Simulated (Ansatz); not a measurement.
MgInGaO4 (model structure, started from the InGaZnO4 type, R3m, No. 160, 7 atoms in the cell), treated with r²SCAN (Ansatz, a program for electronic structure, PAW).

Numerical settings: plane-wave cutoff 560 eV, 12×12×12 k mesh, Fermi–Dirac smearing 0.01 eV, scalar-relativistic PAW data made under PBE.

Cell (relaxed with PBEsol):

```xyz
7
Lattice="1.6718 0.9652 8.4325 -1.6718 0.9652 8.4325 0.0000 -1.9305 8.4325" Properties=species:S:1:pos:R:3 pbc="T T T"
In     0.0000     0.0000    -0.0514
Ga     0.0000     0.0000     5.3725
Mg     0.0000     0.0000    19.8454
O      0.0000     0.0000     3.4176
O      0.0000     0.0000    22.1611
O      0.0000     0.0000     7.3001
O      0.0000     0.0000    17.8470
```

Q: What does this level give for the band gap and smallest direct gap on the k points sampled?

A: 
- band gap: 2.73 eV
- smallest direct gap on the k points sampled: 2.86 eV

Note: the relaxation could raise the start's symmetry but not lower it, so the cell can be a saddle point; cell and atoms aren't relaxed at this level (largest force component 0.09 eV/Å, pressure -0.8 GPa).

Spin–orbit coupling is not included.

Computed values are for the static lattice.

It cost very roughly 2.8 core-minutes of CPU time.

A model structure was made by putting elements into a prototype or built by hand; it is no filed structure, need not be a known phase, and can be a saddle point held by its symmetry.
